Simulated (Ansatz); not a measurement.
Band structure of SrTe (Fm-3m, 2 atoms in the cell).

```
SrTe
1.0
    0.00000     3.39443     3.39443
    3.39443     0.00000     3.39443
    3.39443     3.39443     0.00000
Sr Te
1 1
Direct
  0.00000   0.00000   0.00000
  0.50000   0.50000   0.50000
```

Computed with PBE (plane waves, PAW; Ansatz, a quantum-chemistry and plane-wave program).

Settings: kpoints.mp_grid.grid = 9 9 9; hamiltonian.xc = pbe; hamiltonian.pseudopotentials = {kind: paw} (the program's default PAW files); scf.occupations.method = fixed; kpoints.band_path.npoints = 8.

The starting cell comes from a database of computed structures (which also holds hypothetical and non-ambient phases and stackings), without a prior relaxation at this level. Its lattice was rescaled by a random factor within 2.5 % of one. Spin-orbit coupling is off.

Task: Predict the gap along the standard path and the places of the band edges.

Result: The gap along the path is 1.86 eV, from Γ to X; the smallest direct gap on it is 2.55 eV.

Levels in eV from the top of the valence band on the path, bands 10 to 16:
```json
[
 {"point": "Γ", "10": "-9.81", "11": "0.00", "12": "0.00", "13": "0.00", "14": "2.62", "15": "3.34", "16": "3.34"},
 {"point": "X", "10": "-9.41", "11": "-1.86", "12": "-0.70", "13": "-0.70", "14": "1.86", "15": "3.72", "16": "4.77"},
 {"point": "W", "10": "-9.33", "11": "-1.46", "12": "-1.46", "13": "-1.40", "14": "3.93", "15": "3.93", "16": "4.35"},
 {"point": "K", "10": "-9.34", "11": "-1.67", "12": "-1.62", "13": "-0.88", "14": "2.87", "15": "4.76", "16": "5.41"},
 {"point": "L", "10": "-9.27", "11": "-2.64", "12": "-0.99", "13": "-0.99", "14": "3.82", "15": "5.07", "16": "5.27"},
 {"point": "U", "10": "-9.34", "11": "-1.67", "12": "-1.62", "13": "-0.88", "14": "2.87", "15": "4.76", "16": "5.41"}
]
```

Keys are those of Ansatz 0.2.
